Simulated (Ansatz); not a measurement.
CaF2: pressure 7.5 GPa

Start from CaF₂ in the fluorite structure (space group Fm-3m, No. 225; a = 5.511 Å).

Perturbation: a hydrostatic pressure of 7.5 GPa.

Method: PBE (Ansatz, a first-principles code; PAW; 420 eV plane waves; no spin-orbit coupling). Settings: 10×10×10 k-points, 0.05 eV Fermi–Dirac smearing.

The volume per atom decreases by 1.08 Å³, from 13.95 Å³ to 12.87 Å³ and the density grows by 0.26 g/cm³ (3.10 g/cm³ → 3.36 g/cm³). The lattice parameter a decreases by 0.146 Å (5.511 Å → 5.365 Å) and the enthalpy H = E + PV relative to the base's energy amounts to +0.63 eV/atom. The band gap grows by 0.49 eV, from 7.14 eV to 7.63 eV and the gap character is still indirect, X → Γ. The smallest direct gap increases by 0.50 eV to 7.89 eV and the mean gap deformation potential ΔEg/Δln V is -6.0 eV. The width of the top valence band increases by 0.05 eV (0.82 eV → 0.87 eV) and the electron mass goes from 0.55 mₑ (at Γ) to 0.56 mₑ (at Γ). The valley order (the lowest conduction-band minima on the path, energy above the VBM, named in the base's zone) changes from Γ 7.14 eV; X along ⟨100⟩ 8.05 eV to Γ 7.63 eV; X along ⟨100⟩ 8.28 eV.

Load acts through the strain it causes; cell and atoms are relaxed under it. Masses are band curvatures over ±0.01 Å⁻¹ around the edge. Whether these cells are dynamically stable was not tested. No other phases were tried under pressure.
